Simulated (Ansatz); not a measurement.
## Worked example: self-consistent single point of a (001) slab of Ge (cut from a parent of space group no. 194; 4 atoms in the cell) in Ansatz

Method: LDA (PW92), default PAW files made with PBE (plane waves; Ansatz, a program for electronic structure).

Input:

Ansatz 0.2 input:
```yaml
crystal:
  lattice:
    - [3.97760200, 0.00000000, 0.00000000]
    - [-1.98880100, 3.44470400, 0.00000000]
    - [0.00000000, 0.00000000, 19.74030000]
  atoms:
    - { symbol: Ge, position: [0.66666700, 0.33333300, 0.35460500] }
    - { symbol: Ge, position: [0.33333300, 0.66666700, 0.64539500] }
    - { symbol: Ge, position: [0.33333300, 0.66666700, 0.52092400] }
    - { symbol: Ge, position: [0.66666700, 0.33333300, 0.47907600] }
basis:
  ecutwfc: 420.0 eV
kpoints:
  mp_grid:
    grid: [9, 9, 1]
hamiltonian:
  xc: lda
  pseudopotentials:
    kind: paw
scf:
  occupations:
    method: fermi_dirac
    width: 0.1 eV
output:
  forces: true
  eigenvalues: true
  stress: true
```

Log, with long lists cut:

```
WARN the atoms were moved onto the symmetric positions of the space group found under crystal.symmetry.tolerance 1.0e-5 (fractional …
WARN ansatz: RAYON_NUM_THREADS=1 ignored (pool sized by the plan → 1); use --threads N
Pseudopotentials: kind: paw
Pseudopotential: Ge, paw, valence charge 14
Crystal: 4 atoms, lattice volume = 270.475 Å³
Basis set: ecut = 420 eV, 5321 PW (Γ)
Bands: 34, of which v1, the nominal top of the filled ones, is band 28 counted from 1 (27 counted from 0)
Symmetry: 12 space group operations
Space group: P-3m1 (ITA 164), of the structure as read, at distance tolerance 6.5e-5 Å
k-points: 12 of 81
PAW frozen core: Ge, regenerated for the run's functional, and the local potential with it
Initial density: superposition of atomic densities (neutral atoms: chi_scale 0, normalization atom), corrected by the library's trained network
Initial wavefunctions: pseudopotential atomic-orbital guess
Eigensolver: davidson
Functional: x = slater, c = lda
SCF iter   1: F=—  HF=-16859.059763 eV  |F-HF|=—  |Δ(HF+E_count)|=         —  Δρ=2.50e-3  dr2=2.96e-2  ethr=1.77e-3  ⟨swp⟩=6.5  Hψ=1659  notcnv=0
all-band conjugate gradients solve this SCF's bands
preconditioner: auto → LDOS
SCF iter   2: F=—  HF=-16859.052882 eV  |F-HF|=—  |Δ(HF+E_count)|=   6.88e-3  Δρ=6.20e-4  dr2=8.22e-4  ethr=5.29e-5  ⟨swp⟩=3.0  Hψ=890  notcnv=0
SCF iter   3: F=—  HF=-16859.052959 eV  |F-HF|=—  |Δ(HF+E_count)|=   7.66e-5  Δρ=3.27e-4  dr2=2.86e-4  ethr=1.47e-6  ⟨swp⟩=2.0  Hψ=756  notcnv=0
SCF iter   4: F=—  HF=-16859.052783 eV  |F-HF|=—  |Δ(HF+E_count)|=   1.76e-4  Δρ=1.07e-4  dr2=5.83e-5  ethr=5.11e-7  ⟨swp⟩=2.0  Hψ=742  notcnv=0
SCF iter   5: F=—  HF=-16859.052798 eV  |F-HF|=—  |Δ(HF+E_count)|=   1.47e-5  Δρ=2.47e-5  dr2=2.32e-6  ethr=1.04e-7  ⟨swp⟩=2.0  Hψ=487  notcnv=0
SCF iter   6: F=—  HF=-16859.052797 eV  |F-HF|=—  |Δ(HF+E_count)|=   4.69e-7  Δρ=6.17e-6  dr2=1.54e-7  ethr=4.14e-9  ⟨swp⟩=2.2  Hψ=697  notcnv=0
SCF iter   7: F=-16859.052797 eV  HF=-16859.052797 eV  |F-HF|=8.16e-9  |Δ(HF+E_count)|=   2.36e-8  Δρ=2.26e-6  dr2=1.95e-8  ethr=1.79e-10  ⟨swp⟩=6.6  Hψ=1485  notcnv=0
SCF 1 converged in 7 iterations: F = -16859.052797 eV  dr2 = 1.95e-8
SCF converged after 7 iterations
Free energy (F): -16859.052797 eV
Harris-Foulkes:  -16859.052797 eV  (|F-HF|=8.16e-9)
Internal energy: -16858.962481 eV  (E = F + TS)
E sigma→0 (E₀):  -16859.007639 eV
Entropy (-TS):   -0.090316 eV (-22.579 meV/atom)
Fermi energy:    -0.738815 eV
--- Per-component energies (eV) ---
  E_band       = -1090.950937
  E_kinetic    = 437.993245
  E_local      = -37898.252033  (includes V_loc(G=0)·N_el)
  E_nonlocal   = 1676.408907
  E_hartree    = 18097.522437
  E_xc         = -295.015169
  E_vxc        = -252.623433  (∫ρ·V_xc dr)
  E_paw        = -7755.161786  (= ΣΔE_a)
  E_vpaw       = -1249.538106  (= ΣTr[D̂ρ^β])
  E_aug_tail   = 0.001213  (compensation charges beyond the density's cutoff)
  E_ewald      = 8869.907399
  E_core_change = 7.633305  (= ΣΔE_core)
  E_smearing   = -0.090316  (= −TS)
  E_closure    = -0.000000  (closes the sum)
  Σ components = -16859.052797   (vs F -16859.052797, Δ=0.00e0)
--- Forces (eV/Å), atoms counted from 1 ---
  atom   1  Ge     0.00000000     0.00000000     0.15866136
  atom   2  Ge    -0.00000000    -0.00000000    -0.15866136
  atom   3  Ge    -0.00000000     0.00000000     0.25368433
  atom   4  Ge     0.00000000    -0.00000000    -0.25368433
  max |Σ_I F_I| component: 5.55e-17 eV/Å
--- Stress (GPa, compression-positive) ---
       -2.785246      -0.000000      -0.000000
       -0.000000      -2.785246       0.000000
       -0.000000       0.000000      -0.414107
  P = ⅓ Tr σ = -1.9949 GPa (-19.949 kbar)
  The stress holds the Pulay correction. Without it, at fixed plane waves, as pw.x and ABINIT print it: P = -2.0032 GPa
--- Band table (eV; the first three rows and the last of 12) ---
  k-point 0: bands = ["-25.5054", "-25.5054", "-25.5053", "-25.5053", "-25.4227", "-25.4221", "-25.4165", "-25.4165", "-25.4163", "-25.4163", "-25.0047", "-25.0047", "-24.9274", "-24.9274", "-24.8417", "-24.8266", "-24.7465", "-24.7465", "-24.7167", [...]
  k-point 1: bands = ["-25.5054", "-25.5054", "-25.5048", "-25.5048", "-25.4225", "-25.4220", "-25.4167", "-25.4166", "-25.4165", "-25.4164", "-25.0086", "-25.0052", "-24.9219", "-24.9188", "-24.8471", "-24.8246", "-24.7553", "-24.7524", "-24.7124", [...]
  k-point 2: bands = ["-25.5054", "-25.5054", "-25.5035", "-25.5035", "-25.4220", "-25.4216", "-25.4171", "-25.4169", "-25.4167", "-25.4165", "-25.0158", "-25.0031", "-24.9120", "-24.8996", "-24.8643", "-24.8165", "-24.7719", "-24.7582", "-24.7096", [...]
  k-point 11: bands = ["-25.5029", "-25.5029", "-25.5029", "-25.5029", "-25.4208", "-25.4208", "-25.4178", "-25.4175", "-25.4172", "-25.4172", "-25.0455", "-24.9400", "-24.9400", "-24.8480", "-24.8480", "-24.8444", "-24.8235", "-24.7404", [...]
```

The run converged in 7 iterations.

The starting cell comes from a database of computed structures (which also holds hypothetical and non-ambient phases and stackings), without a prior relaxation at this level. The slab is cut from that crystal, and its faces are unrelaxed. Its lattice was rescaled by up to half a per cent. Spin polarisation is off, though cut faces can carry moments; the slab shows no gap.
